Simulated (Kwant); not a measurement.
Model: Hückel tight-binding model, one pz orbital an atom, one spin, coherent transport at 0 K (Kwant). Conductance is in e²/h.

Model system: π system c1ccc2[nH]ccc2c1 between two chain leads. The π system is taken as planar. Atoms are numbered from 0 in the order of the SMILES. Site energies (eV, carbon 0): [0.0, 0.0, 0.0, 0.0, -3.6, 0.0, 0.0, 0.0, 0.0]. Bonds (i, j, β in eV): (0,1,-2.4) (1,2,-2.4) (2,3,-2.4) (3,4,-1.92) (4,5,-1.92) (5,6,-2.4) (6,7,-2.4) (7,8,-2.4) (8,0,-2.4) (7,3,-2.4). Leads: chains of hopping −3.6 eV, joined by −0.48 eV to atoms 0 and 2.

Site energies and bond integrals are typed Hückel values.

Sweep values stay those of the base run.

One input was changed, with this effect: transmission at E = 0 1.6e-5 → 0.00094.

### Question
Which change was it?
A) contacts moved from atoms [0, 2] to [1, 8]
B) contacts moved from atoms [0, 2] to [1, 6]
C) contacts moved from atoms [0, 2] to [0, 8]
D) contacts moved from atoms [0, 2] to [6, 8]
E) contacts moved from atoms [0, 2] to [0, 6]
F) contacts moved from atoms [0, 2] to [2, 6]

### Answer
C, contacts moved from atoms [0, 2] to [0, 8]
